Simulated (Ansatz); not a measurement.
The starting structures come from a database of crystals and need not be the phases stable at ambient conditions.

Inside the gap of an insulator the Bloch states are evanescent, with a wavenumber k + iκ along the transport direction.

Given:

```yaml
crystal:
  lattice:
    - [4.19956, 0.00000, 0.00000]
    - [-2.09978, 4.56660, 0.00000]
    - [2.09978, 0.00000, 4.56660]
  atoms:
    - { symbol: Li, position: [0.81082, 0.41096, 0.78538] }
    - { symbol: Li, position: [0.59620, 0.78538, 0.58904] }
    - { symbol: Li, position: [0.18524, 0.58904, 0.21462] }
    - { symbol: Li, position: [0.39986, 0.21462, 0.41096] }
    - { symbol: Mo, position: [0.95042, 0.00000, 0.00000] }
    - { symbol: O, position: [0.28895, 0.36327, 0.81401] }
    - { symbol: O, position: [0.10296, 0.81401, 0.63673] }
    - { symbol: O, position: [0.73969, 0.63673, 0.18599] }
    - { symbol: O, position: [0.92568, 0.18599, 0.36327] }
    - { symbol: O, position: [0.51855, 0.00000, 0.00000] }
```

Space group of this cell: I4. The cell is taken as given.

Transport runs along the normal of the first two printed cell vectors, the (110) plane of the conventional cell.

The gap is the functional's own. No spin-orbit coupling. Mid-gap values are interpolated on the energy grid.

### Question
Compute, with r2SCAN (Ansatz, a first-principles code), the band gap and the smallest decay constant κ at mid-gap.

### Answer
Gap 3.24 eV on a 8×8×8 mesh; κ = 0.486 1/Å, at (0.000, 0.250) of the in-plane reciprocal vectors. At the zone centre, at the nearest computed energy, the slowest state has κ = 0.54 1/Å.
